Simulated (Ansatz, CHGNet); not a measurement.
For C11b WSi₂, the machine-learned potential CHGNet-r²SCAN (trained on r²SCAN data) gives:

```
Quantity               Value
-------------------  -------
lattice constant a   3.203 Å
lattice parameter c  7.842 Å
```

Task: What does r²SCAN+SOC (plane waves, PAW; Ansatz, a first-principles code) give for the same quantities?

Result: 
- lattice constant a: 3.211 Å (goes up by 0.2 %)
- lattice parameter c: 7.801 Å (shrinks by 0.5 %)

For comparison: lattice constant a 3.214 Å (measured, temperature not stated, not corrected to a static lattice; as tabulated in Pavlosiuk et al. (2022), arXiv:2202.05362); lattice parameter c 7.831 Å (measured, temperature not stated, not corrected to a static lattice; as tabulated in Pavlosiuk et al. (2022), arXiv:2202.05362).

Changes are worked out from the printed values.

Unless a cell is named, each level is at its own relaxed cell (CHGNet-r²SCAN 13.41, r²SCAN+SOC 13.41 Å³/atom).

Levels without +SOC leave out spin–orbit coupling, which shifts energies and cells of such heavy elements.

Ansatz's density-functional and Hartree–Fock values are scalar-relativistic unless marked +SOC, with PAW data made under PBE.
